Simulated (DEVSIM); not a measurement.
Structure: Au/Si3N4/p-Si capacitor, at 250 K.

| layer (left to right) | material | thickness (nm) | Na (cm⁻³) |
|---|---|---|---|
| 1 | Si3N4 | 29.0 | - |
| 2 | Si | 18000 | 1e15 |

Metal gate on the left, work function 5.1 eV. Fixed charge at the semiconductor interface -1e11 cm⁻² (in units of +e); interface traps 1.9e10 cm⁻² eV⁻¹, uniform in energy, neutral level at 0.5 of the gap above the valence band.

This is a model device: material constants are rounded textbook-type values typed into the input, and sizes, dopings and lifetimes were drawn at random. Values at 300 K; Nc and Nv go as T^1.5, mobilities as T to minus their exponent, the gap by Varshni's rule with the affinity fixed.

| parameter | Si3N4 | Si |
|---|---|---|
| gap (eV) | 5.1 | 1.124 |
| affinity (eV) | 2.1 | 4.05 |
| permittivity | 7.5 | 11.7 |
| Nc (cm⁻³) | - | 2.86e19 |
| Nv (cm⁻³) | - | 3.1e19 |
| Varshni α (eV/K) | - | 0.000473 |
| Varshni β (K) | - | 636 |

Simulated with DEVSIM: 1D Poisson equation in equilibrium, Boltzmann statistics, complete ionisation; no quantum confinement or tunnelling. Metal contacts follow the ideal Schottky-Mott rule: no Fermi-level pinning, no interface dipoles.

The substrate doping was swept, all else fixed.

```csv
substrate doping (cm^-3),threshold voltage (band bending 2φF) (V),minimum of the low-frequency capacitance (μF/cm²),flat-band voltage (V)
5e13,0.86,0.00599,0.26
1e14,0.88,0.00699,0.25
2e14,0.90,0.00845,0.23
5e14,0.94,0.0114,0.21
1e15,0.98,0.0142,0.20
2e15,1.02,0.0182,0.18
```

From the first row to the last the threshold voltage (band bending 2φF) goes from 0.86 to 1.02. From the first row to the last the minimum of the low-frequency capacitance goes from 0.00599 to 0.0182.
